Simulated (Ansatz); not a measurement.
Base system: TaS$_{2}$ in the CdI2 type structure (space group P-3m1, No. 164; a = 3.2778 Å, c = 5.5876 Å; layered, stacked along the Cartesian z axis; relaxed with 0.1 eV smearing).

The values are results of plane-wave PAW DFT at the PBEsol-D3(BJ) level (Ansatz, a program for electronic structure, 420 eV), spin-orbit coupling left out, earlier PAW set, not measurements.

For the base:

```
Property   Result
--------  -------
Pressure  0.0 GPa
```

Modification: an isotropic linear strain of −0.56 %; the atoms relax in the strained cell.

What happens to the pressure?

The pressure (mean of the normal stresses, compression positive) goes from zero to 1.3 GPa.

What happens to the energy relative to the base?

The energy increases by 1.1 meV/atom.

How does this affect the largest internal atomic displacement?

The largest internal atomic displacement is 0.015 Å.

Stability against distortions was not tested. The final runs are not spin-polarised. An odd electron count without spin: TaS2.
